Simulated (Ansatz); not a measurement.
# Effect of isotropic strain +1.50 % on CdGeAs2

Take CdGeAs2 in the chalcopyrite structure (space group I-42d, No. 122; a = 6.048 Å, c = 11.488 Å) as the base.

Perturbation: an isotropic linear strain of +1.50 %; the atoms relax in the strained cell.

Level of theory: Ansatz (a program for electronic structure), PBE, PAW, cutoff 420 eV, no SOC. Γ-centred 8×8×8 mesh, Fermi–Dirac width 0.05 eV.

| quantity | base | changed | shift |
|---|---|---|---|
| shortest interatomic distance | 2.484 Å | 2.519 Å | +0.035 Å |
| energy relative to the base (free energy F) | 0 meV/atom | +8.3 meV/atom | +8.3 meV/atom |
| pressure (mean of the normal stresses, compression positive) | -0.01 GPa | -2.12 GPa | -2.11 GPa |
| band gap (uncertain: the Fermi level lies in a band; both cells) | 0.12 eV | 0.11 eV | -0.01 eV |

Whether these cells are dynamically stable was not tested. The zero or small gap of CdGeAs2 can change with the level of theory.
